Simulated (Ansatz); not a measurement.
What biaxial strain −2.00 %, plane normal [001], relaxed out of plane does to InAs

Consider InAs in the zinc blende structure (space group F-43m, No. 216; a = 6.110 Å). Axes: x, y, z lie along the cube axes.

The change: biaxial strain −2.00 %, plane normal [001], relaxed out of plane (Cartesian); in-plane vectors clamped, the third vector and the atoms free.

Method: r2SCAN (Ansatz, a program for electronic structure, PAW, no spin-orbit coupling). Settings: 9×9×9 k-points, 0.05 eV Fermi–Dirac smearing.

* **Space group**: I-4m2 (No. 119) (base F-43m (No. 216))
* **Energy relative to the base (free energy F)**: +5.8 meV/atom
* **Pressure (mean of the normal stresses, compression positive)**: 11.1 kbar (base 0.0 kbar)
* **Band gap**: 0.10 eV (base 0.08 eV)
* **Gap character**: direct at Γ (base direct at Γ)
* **Valence-band top at Γ (three highest levels, from the VBM)**: 0.00, 0.00, -0.22 eV (base 0.00, 0.00, 0.00 eV)
* **Valley order (the lowest conduction-band minima on the path, energy above the VBM, named in the base's zone)**: Γ 0.10 eV; L along [111] 1.20 eV (base Γ 0.08 eV; L along ⟨111⟩ 1.25 eV)
* **Out-of-plane strain**: +2.14 %
* **Ratio −ε⊥/ε∥**: 1.07
* **Mean in-plane stress (compression positive)**: +1.7 GPa

Final structure (turned so that z lies along the plane normal):

```
InAs
1.0
    4.23371     0.00000     0.00000
    0.00000     4.23371     0.00000
    2.11686    -2.11686     3.12011
In As
1 1
Direct
  0.00000   0.00000   0.00000
  0.75000   0.75000   0.50000
```

No phonon test of stability was made. A zero or small gap of InAs can be the functional's error rather than a property of the material. Labels are those of the standard path for the cell's own space group.
